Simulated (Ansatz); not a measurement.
## Sc: response to strain

Take Sc in the hcp (Mg type) structure (space group P6_3/mmc, No. 194; relaxed with 0.1 eV smearing) as the base.

```cif
data_Sc2
_chemical_formula_sum 'Sc2'
_space_group_name_H-M_alt 'P63/mmc'
_space_group_IT_number 194
_space_group_name_Hall '-P 6c 2c'
_cell_length_a 3.27535
_cell_length_b 3.27535
_cell_length_c 5.10512
_cell_angle_alpha 90.000
_cell_angle_beta 90.000
_cell_angle_gamma 120.000
loop_
_atom_site_label
_atom_site_type_symbol
_atom_site_symmetry_multiplicity
_atom_site_Wyckoff_symbol
_atom_site_fract_x
_atom_site_fract_y
_atom_site_fract_z
_atom_site_occupancy
Sc1 Sc 2 d 0.66667 0.33333 0.25000 1
```

Strains are applied to the cell and any free atomic positions relax.

The values are results of PBEsol (Ansatz, a quantum-chemistry and plane-wave program), no SOC, not measurements.

Notes on the quantities. pressure: mean of the normal stresses, compression positive.

```tsv
variant	volume per atom	pressure
base	23.71 Å³	0.0 GPa
isotropic strain −3.00 %	21.64 Å³	6.0 GPa
isotropic strain −2.50 %	21.98 Å³	…
isotropic strain −1.50 %	22.66 Å³	2.8 GPa
isotropic strain −1.00 %	23.01 Å³	1.8 GPa
isotropic strain −0.50 %	23.36 Å³	0.9 GPa
isotropic strain +0.50 %	24.07 Å³	-0.8 GPa
isotropic strain +2.00 %	25.17 Å³	-3.0 GPa
isotropic strain +2.50 %	25.54 Å³	-3.7 GPa
isotropic strain +3.00 %	25.91 Å³	-4.3 GPa
```

Problem. Some entries are withheld; estimate them.

Solution. 
- isotropic strain −2.50 %, pressure: 4.9 GPa

No phonon test of stability was made. The final runs are not spin-polarised.
